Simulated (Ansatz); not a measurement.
BeSe (F-43m), PBE with spin-orbit coupling, rigid bands (Ansatz, a program for electronic structure): Condition of this run: functional PBE, cell relaxed with it. band gap 2.53 eV, N_c = 2.04e19 cm⁻³ and N_v = 2.45e19 cm⁻³ at 300 K, conductivity masses of 0.365 mₑ (electrons) and 0.588 mₑ (holes). Take k_BT = 0.02585 eV.

Find the intrinsic carrier density and the intrinsic Fermi level.

n_i = √(N_c N_v) exp(−E_g/2k_BT) = 2.24e19 × exp(−48.93) = 1.3e-2 cm⁻³. The level lies (k_BT/2) ln(N_v/N_c) = 2 meV from mid-gap (positive towards the conduction band). Each 0.1 eV added to the gap lowers n_i by a factor of 6.9.

What thermal injection velocity √(2k_BT/πm) limits a ballistic channel?

8.91e6 cm/s for electrons and 7.02e6 cm/s for holes, a ratio of √(m_h/m_e) = 1.27, for dilute carriers.

A film of it is 8 nm thick. Estimate the confinement energies in an infinite well.

ħ²π²/(2m t²) = 0.376 eV·nm²/(m/mₑ × t²) gives 16.1 meV for electrons and 9.99 meV for holes, so the gap would widen to about 2.56 eV. Finite barriers and nonparabolic bands lower this, and with several valleys or bands the heaviest mass along the normal sets the lowest level, not this average.

Rigid, parabolic bands with the computed gap; masses take one relaxation time for all states.
